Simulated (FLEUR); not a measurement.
## Converging the basis cutoff: Rb (Im-3m, 1 atom in the cell)

```
CELL_PARAMETERS angstrom
     -2.83347     2.83347     2.83347
      2.83347    -2.83347     2.83347
      2.83347     2.83347    -2.83347
ATOMIC_POSITIONS crystal
  Rb 0.00000 0.00000 0.00000
```

Method: FLEUR with LDA (Vosko-Wilk-Nusair), all-electron FLAPW (FLEUR), scalar-relativistic valence.

Base settings: Kmax = 3.8 1/bohr; GmaxXC = 15.2 1/bohr; xcFunctional = vwn; jspins = 1; l_soc = F; mode = hist; fermiSmearingEnergy = 0.00367493 Htr; mesh (inpgen div1-3) = 3 3 3; inpgen gamma flag = false; Gmax = 15.2 1/bohr.

Moved along: Gmax, GmaxXC.

The second cell is the first with its lattice scaled by 0.98.

The mesh stays at the base's, so the ladder's end is converged at best in this setting alone.

Only quantities that move along the ladder and can be compared are tabulated.

The starting cell has typed, rounded lattice constants, without a prior relaxation at this level. Its lattice was rescaled by up to half a per cent. Values depend on the basis (sphere radii, cutoffs, local orbitals), which need not be converged.

Steps (Kmax): 2.25 1/bohr; 2.4 1/bohr; 2.55 1/bohr; 2.69 1/bohr; 2.82 1/bohr; 2.94 1/bohr; 3.18 1/bohr; 3.4 1/bohr; 3.6 1/bohr; 3.8 1/bohr; 3.99 1/bohr; 4.16 1/bohr; 4.42 1/bohr; 4.65 1/bohr; 5.03 1/bohr; 5.37 1/bohr; 5.89 1/bohr.

**Question.** What is the coarsest Kmax that holds the free energy within 1 meV/atom of the last step, with all finer ones?

**Answer.** 3.6 1/bohr; the step before is off by 2.0 meV/atom.

**Question.** What is the coarsest Kmax that holds the energy of the compressed cell less the first within 1 meV/atom of the last step, with all finer ones?

**Answer.** 3.18 1/bohr; the step before is off by 1.2 meV/atom.

| Kmax | free energy less the last step's (meV/atom) | energy of the compressed cell less the first (meV/atom) |
|---|---|---|
| 2.25 1/bohr | 503.86 | -57.21 |
| 2.4 1/bohr | 237.78 | 12.87 |
| 2.55 1/bohr | 117.95 | -0.98 |
| 2.69 1/bohr | 66.76 | -12.68 |
| 2.82 1/bohr | 34.68 | -13.83 |
| 2.94 1/bohr | 21.19 | -16.77 |
| 3.18 1/bohr | 6.31 | -15.47 |
| 3.4 1/bohr | 1.96 | -15.59 |
| 3.6 1/bohr | 0.70 | -15.49 |
| 3.8 1/bohr | 0.24 | -15.54 |
| 3.99 1/bohr | 0.09 | -15.53 |
| 4.16 1/bohr | 0.03 | -15.53 |
| 4.42 1/bohr | 0.01 | -15.53 |
| 4.65 1/bohr | 0.00 | -15.53 |
| 5.03 1/bohr | 0.00 | -15.53 |
| 5.37 1/bohr | 0.00 | -15.53 |
| 5.89 1/bohr | 0.00 | -15.53 |

The energy difference between the two cells stays within 1 meV/atom of the last step's from 3.18 1/bohr on, the total only from 3.6 1/bohr on: much of the error is common to both cells and cancels.
